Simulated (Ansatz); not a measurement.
Cost and result by functional for the adsorption energy of OH on the 1x1 (10-10) surface of wurtzite ZnO (cut with top plane O + Zn), one in a 2x1 cell, started at the site 'top Zn', in Ansatz (plane waves, PAW). Single points on the PBE structure, on one kind of machine; costs are rough ratios of the slab run's core time (references not counted) to the cheapest single point. r2SCAN's cost holds its higher cutoff (500 against 420 eV). Differences are taken against r2SCAN for comparison alone: no measured value is at hand, so the table doesn't rank accuracy. The points keep PBE's geometry, so the relaxation of a polaron and the settling of charge on one site are left out.

Host crystal: wurtzite ZnO, with a band gap (PBE, scalar-relativistic without spin-orbit coupling).

Set-up: 34 atoms, 9.4 Å thick at the start under the adsorbate (thin: gaps and levels are the slab's own); mesh 3x4x1; 0.01 eV smearing; dipole correction on; 16 atoms held, the rest relaxed; no symmetry held; spin-polarised, ending with about 0.7 μB a cell, a value that depends on the mesh; orders that need a larger cell were not tried, no spin-orbit, no U, no dispersion correction. The slab shows no gap over 0.04 eV on its mesh. At the end it is bonded to 2 Zn. In PBE it is, or lies within 0.03 eV of, the lowest of the starts that converged. These notes are the PBE run's. r2SCAN: The program's check for a lower electronic state was not made. Adsorption energies are against H2O(g) − ½ H2(g). A negative adsorption energy means that the adsorbate is more stable on the surface than in its reference.

| functional | relative cost | adsorption energy (eV) | less r2SCAN (eV) |
|---|---|---|---|
| RPBE | 1 | 1.45 | 0.10 |
| r2SCAN | 4 | 1.35 | 0.00 |
| PBE (the relaxed run's value) | – | 1.38 | 0.03 |

The values span 0.10 eV, while the single points' costs differ by a factor of roughly 4. Differences are of unrounded values.

Ansatz is a program for electronic structure.
